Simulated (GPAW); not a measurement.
Worked example: self-consistent single point of CdSe (F-43m, 2 atoms in the cell) in GPAW.

Method: PBE, GPAW PAW datasets PBE (gpaw-data 1.0.1) (plane waves; GPAW 25.7.0).

```xyz
2
Lattice="0.0000 3.0954 3.0954 3.0954 0.0000 3.0954 3.0954 3.0954 0.0000" Properties=species:S:1:pos:R:3 pbc="T T T"
Cd     0.0000     0.0000     0.0000
Se     4.6432     4.6432     4.6432
```

Reference input (self-consistent single point, DFT PBE, plane waves, GPAW PAW datasets PBE (gpaw-data 1.0.1)): mode = pw; ecut = 550 eV; xc = PBE; kpts = 6 6 6; mesh shift (steps) = 0 0 0; occupations.name = fixed-uniform; nbands = -6; convergence.density = 1e-05 e/electron; convergence.bands = -4; symmetry.symmorphic = false; symmetry.tolerance = 0.0005; maxiter = 150. This run's input differs from it in these lines:

```diff
@@ -14,3 +14,3 @@
             xc='PBE',
-            kpts={'size': (6, 6, 6), 'gamma': True},
+            kpts=(5, 5, 5),
             occupations={'name': 'fixed-uniform'},
```

Log, with long lists cut:

```
     iter     time        total  log10-change:
                         energy   eigst   dens
iter:   1 --:--:--    -6.043749   +0.31
iter:   2 --:--:--    -5.964046   -1.19  -1.16
iter:   3 --:--:--    -5.691086   -1.31  -1.20
iter:   4 --:--:--    -5.683319   -3.27  -1.61
iter:   5 --:--:--    -5.689516c  -2.70  -1.64
iter:   6 --:--:--    -5.682293c  -3.68  -2.39
iter:   7 --:--:--    -5.680327   -3.84  -2.67
iter:   8 --:--:--    -5.680135c  -3.96  -2.95
iter:   9 --:--:--    -5.680105c  -5.70  -3.23
iter:  10 --:--:--    -5.680043c  -5.02  -3.44
iter:  11 --:--:--    -5.680042c  -7.11  -4.11
iter:  12 --:--:--    -5.680047c  -6.17  -4.15
iter:  13 --:--:--    -5.680043c  -6.16  -4.14
iter:  14 --:--:--    -5.680043c  -7.48c -4.48
iter:  15 --:--:--    -5.680043c  -7.84c -5.03c
Converged after 15 iterations.

Dipole moment: (3.126271, 3.126271, 3.126271) |e|*Ang

Energy contributions relative to reference atoms: (reference = -218276.650467)

Kinetic:        +16.685469
Potential:      -15.344474
External:        +0.000000
XC:              -7.069852
Entropy (-ST):   +0.000000
Local:           +0.048815
SIC:             +0.000000
--------------------------
Free energy:     -5.680043
Extrapolated:    -5.680043

Showing only first 2 kpts
 Kpt  Band  Eigenvalues  Occupancy
  0     7      3.09499    2.00000
  0     8      3.09499    2.00000
  0     9      3.58401    0.00000
  0    10      8.99532    0.00000

  1     7      2.41715    2.00000
  1     8      2.41715    2.00000
  1     9      5.78301    0.00000
  1    10      7.69665    0.00000

Fermi level: 3.33950

Gap: 0.489 eV
Transition (v -> c):
  (s=0, k=0, n=8, [0.00, 0.00, 0.00]) -> (s=0, k=0, n=9, [0.00, 0.00, 0.00])
No difference between direct/indirect transitions
Energy (eV): -5.680043

Forces in eV/Ang:
  0 Cd    0.00000   -0.00000   -0.00000
  1 Se    0.00000   -0.00000    0.00000

Stress tensor:
     0.000703     0.000000    -0.000000
     0.000000     0.000703     0.000000
    -0.000000     0.000000     0.000703
Stress (GPa, Voigt): [ 0.1126  0.1126  0.1126  0.     -0.      0.    ]
```

The run converged in 15 iterations. GPAW prints stress with tension positive. Against the reference run the free energy rises by 4.4 meV/atom, the pressure moves little (-0.14 to -0.11 GPa) and the gap on the mesh hardly changes (0.492 to 0.489 eV).

The starting cell comes from a database of computed structures (which also holds hypothetical and non-ambient phases and stackings), without a prior relaxation at this level. Its lattice was rescaled by a random factor within 2.5 % of one.
